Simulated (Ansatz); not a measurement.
# Ca: energy against strain

Ca (fcc, Fm-3m, 40.599 Å³/atom at rest) under an equal strain ε in the (001) plane with the normal axis free, as in a coherent film. PBEsol in Ansatz, a plane-wave DFT program (PAW, default set), 420 eV, 21×21×21 Γ-centred mesh, Fermi-Dirac smearing 0.10 eV; ions are relaxed within the symmetry of each cell.

Here s stands for strain and y for E less E0.

```
strain (%)  E less E0 (meV/atom)
----------  --------------------
-3.00                          ?
-1.50                       1.09
-1.00                       0.46
-0.50                       0.11
0.00                        0.00
0.50                        0.12
1.00                        0.45
1.50                        0.95
```

Fit y of the 7 rows that show it with a parabola. Least squares gives y = 0.001 - 0.0307·s + 0.4529·s². Residuals (row less fit): 0.024, -0.025, -0.020, -0.001, 0.021, 0.027, -0.024; standard error 0.029 (degrees of freedom: 4). Twice the quadratic coefficient over the volume, 2 × 0.4529 meV × 10⁴ × 0.1602 / 40.599 Å³, is twice the biaxial elastic modulus of this plane = 36 ± 1.0 GPa.

What does the fit predict for y at s = -3.00, and how far is the calculated value from it?

y = 0.001 - 0.0307 × (-3.0) + 0.4529 × (-3.0)² = 4.169 meV/atom. The calculation gives 4.87 meV/atom, 0.701 meV/atom above the prediction (14.4 % of the range of y in the table). The row lies outside the fitted rows, so this is an extrapolation. From the scatter of the fitted rows alone, a prediction at this place has a standard error of 0.110 meV/atom, so the miss is 6.4 times that.

One order more, fitted to all 13 runs of the series, follows each within 0.01, so the miss is the next term of a smooth law. In a metal these values are sensitive to mesh and smearing; energies are taken to zero smearing, stresses follow the free energy. Rows are the converged runs of the series near zero and its far end; series whose fitted rows scatter by over a few per cent of the range, as at a crossing or softening among them, aren't shown in this form. Most that stay on the fit to the last digits aren't either.
